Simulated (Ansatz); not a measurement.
# GeSe (Fm-3m, No. 225, 2 atoms in the cell; start mp-10759; a measured phase of this formula has another space group)

These are LDA in Ansatz (plane waves, PAW) values and carry that method's errors.

Run with plane-wave cutoff 520 eV, 10×10×10 k mesh, Fermi–Dirac smearing 0.01 eV, scalar-relativistic PAW data made under PBE.

Cell (relaxed at this level):

```cif
data_Ge4Se4
_chemical_formula_sum 'Ge4 Se4'
_space_group_name_H-M_alt 'Fm-3m'
_space_group_IT_number 225
_space_group_name_Hall '-F 4 2 3'
_cell_length_a 5.51665
_cell_length_b 5.51665
_cell_length_c 5.51665
_cell_angle_alpha 90.000
_cell_angle_beta 90.000
_cell_angle_gamma 90.000
loop_
_atom_site_label
_atom_site_type_symbol
_atom_site_symmetry_multiplicity
_atom_site_Wyckoff_symbol
_atom_site_fract_x
_atom_site_fract_y
_atom_site_fract_z
_atom_site_occupancy
Ge1 Ge 4 a 0.00000 0.00000 0.00000 1
Se1 Se 4 b 0.50000 0.50000 0.50000 1
```
(The calculation used a cell of 2 atoms; values per cell refer to that cell.)

```
Item                                   Value
---------------  ---------------------------
band gap         0.34 eV (on the SCF k mesh)
direct gap at Γ                      6.64 eV
bulk modulus                        70.8 GPa
```

Note: the relaxation could not lower the start's symmetry, so the cell can be a saddle point above a distorted one; the bulk modulus is −V dP/dV from two relaxed cells at ±2 % in volume.

Spin–orbit coupling is not included.

The computed numbers hold no vibrational or temperature effects.

A start named mp-… is a Materials Project structure, which need not be a measured phase.

Ansatz is a program for electronic structure.
